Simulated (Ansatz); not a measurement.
An Ansatz (a first-principles code) run: TaSi2 with a change (pressure −2 GPa); r2SCAN (Ansatz, PAW, no spin-orbit coupling).

Input:

Ansatz 0.2 input:
```yaml
crystal:
  lattice:
    - [4.7853392696, 0, 0]
    - [-2.3926696348, 4.1442253732, 0]
    - [0, 0, 6.5715126383]
  atoms:
    - { symbol: Ta, position: [0.5, 0, 0] }
    - { symbol: Ta, position: [0.5, 0.5, 0.3333333333] }
    - { symbol: Ta, position: [0, 0.5, 0.6666666667] }
    - { symbol: Si, position: [0.1583800271, 0.3167600542, 0] }
    - { symbol: Si, position: [0.8416199729, 0.1583800271, 0.3333333333] }
    - { symbol: Si, position: [0.6832399458, 0.8416199729, 0.6666666667] }
    - { symbol: Si, position: [0.8416199729, 0.6832399458, 0] }
    - { symbol: Si, position: [0.1583800271, 0.8416199729, 0.3333333333] }
    - { symbol: Si, position: [0.3167600542, 0.1583800271, 0.6666666667] }
basis: { ecutwfc: 500, ecutrho_ratio: 4, xc_grid: 4, fft_grid_basis: typed }
kpoints: { mp_grid: { grid: [11, 11, 7] } }
hamiltonian:
  xc: r2scan
  dispersion: none
  pseudopotentials: { kind: paw }
scf: { occupations: { method: fermi_dirac, width: 0.05 } }
relax: { f_tol: 0.01, max_steps: 60, cell: { stress_tol: 0.02, p_target: -2.0 } }
output: { forces: true, stress: true }
checkpoint: { write: state.ck, write_every: 1000 }
```

Output (explanatory and most iteration lines left out):

```
Relaxation: its limit of steps is 60 (relax.max_steps)
Pseudopotential: Ta, paw, valence charge 13
Pseudopotential: Si, paw, valence charge 4
Crystal: 9 atoms, lattice volume = 130.323 Å³
Basis set: ecut = 500 eV, 3281 PW (Γ), exchange–correlation on 144×144×192 points (64 copies of the dense FFT grid, shifted against one another)
Bands: 41, of which v1, the nominal top of the filled ones, is band 32 counted from 1 (31 counted from 0)
Symmetry: 12 space group operations
Space group: P6222 (ITA 180), of the structure as read, at distance tolerance 5.1e-5 Å
k-points: 64 of 847 (time reversal used)
Functional: x = r2scan, c = r2scan; τ floored in thin density (d = 2e-4 eV/Å³)
SCF iter   1: F=—  HF=-33671.346614 eV  |F-HF|=—  |Δ(HF+E_count)|=         —  Δρ=8.09e-3  dr2=1.17e-1  dr2_τ=1.14e-1  ethr=1.77e-3  ⟨swp⟩=6.9  Hψ=12520  notcnv=0  defer=20
SCF iter   2: F=—  HF=-33671.498812 eV  |F-HF|=—  |Δ(HF+E_count)|=   1.52e-1  Δρ=4.33e-3  dr2=1.83e-2  dr2_τ=1.49e-3  ethr=1.85e-4  ⟨swp⟩=3.0  Hψ=5069  notcnv=0  defer=157
SCF 1 converged in 7 iterations: F = -33671.505397 eV  dr2 = 1.72e-8
relax step   1: F+E_penalty+E_count = -33671.50539724 eV  Δ(F+E_penalty+E_count) = +0.000e0 eV  max|allowed force component| = 2.712e-3 eV/Å  Δτ_max = 0.0000 Å  P = -1.001 GPa  Ω = 130.323 Å³  (7 SCF iters, dr2 threshold 1.00e-7 eV, accepted)
[... steps on the carried basis left out ...]
relax step   4: F+E_penalty+E_count = -33671.49886197 eV  Δ(F+E_penalty+E_count) = -1.207e-4 eV  max|allowed force component| = 2.582e-3 eV/Å  Δτ_max = 0.0000 Å  P = -2.002 GPa  Ω = 131.019 Å³  stress off target by 2.99e-3 GPa  SCF on the basis re-selected at this cell (its energy is not comparable with the rows above)  (6 SCF iters)
SCF converged after 6 iterations
Free energy (F): -33671.498862 eV
Internal energy: -33671.474322 eV  (E = F + TS)
E sigma→0 (E₀):  -33671.486592 eV
Entropy (-TS):   -0.024540 eV (-2.727 meV/atom)
Fermi energy:    15.074310 eV
--- Forces (eV/Å), atoms counted from 1 ---
  atom   1  Ta     0.00000000    -0.00000000     0.00000000
  atom   2  Ta    -0.00000000    -0.00000000    -0.00000000
  atom   3  Ta    -0.00000000     0.00000000     0.00000000
  atom   4  Si     0.00000000     0.00258190     0.00000000
  atom   5  Si    -0.00223599     0.00129095    -0.00000000
  atom   6  Si    -0.00223599    -0.00129095     0.00000000
  atom   7  Si     0.00000000    -0.00258190    -0.00000000
  atom   8  Si     0.00223599    -0.00129095     0.00000000
  atom   9  Si     0.00223599     0.00129095    -0.00000000
--- Stress (GPa, compression-positive) ---
       -2.000935       0.000000      -0.000000
        0.000000      -2.000935       0.000000
       -0.000000       0.000000      -2.002994
  P = ⅓ Tr σ = -2.0016 GPa (-20.016 kbar)
--- Relaxed structure (3 steps of the walk, 3 accepted, 1 SCFs on fresh bases) ---
  cell:  # Å, volume = 131.0193 Å³
    - [4.794815362392182, -3.5068588006410005e-19, -1.2118665868295574e-34]
    - [-2.397407681196091, 4.152431910287519, -7.790124708120719e-34]
    - [-1.66420730957921e-34, -1.331365847663368e-33, 6.580529197798638]
  atoms:
    - { symbol: Ta, position: [0.5, 8.720585673233746e-21, -1.7909988963227713e-35] }
    - { symbol: Ta, position: [0.5, 0.5, 0.33333333333333326] }
    - { symbol: Ta, position: [1.3001337080749335e-34, 0.5, 0.6666666666666665] }
    - { symbol: Si, position: [0.1583600163643781, 0.3167200327287562, 1.1397265703872187e-35] }
    - { symbol: Si, position: [0.841639983635622, 0.1583600163643781, 0.33333333333333326] }
    - { symbol: Si, position: [0.6832799672712437, 0.8416399836356219, 0.6666666666666665] }
    - { symbol: Si, position: [0.8416399836356219, 0.6832799672712438, -1.790998896322768e-35] }
    - { symbol: Si, position: [0.15836001636437802, 0.8416399836356219, 0.33333333333333326] }
    - { symbol: Si, position: [0.3167200327287562, 0.1583600163643781, 0.6666666666666665] }
```

Load acts through the strain it causes; cell and atoms are relaxed under it. No phonon test of stability was made. The final runs are not spin-polarised. The cell was made from TaSi$_{2}$ (space group P6_222, No. 180) by this change: pressure −2 GPa.
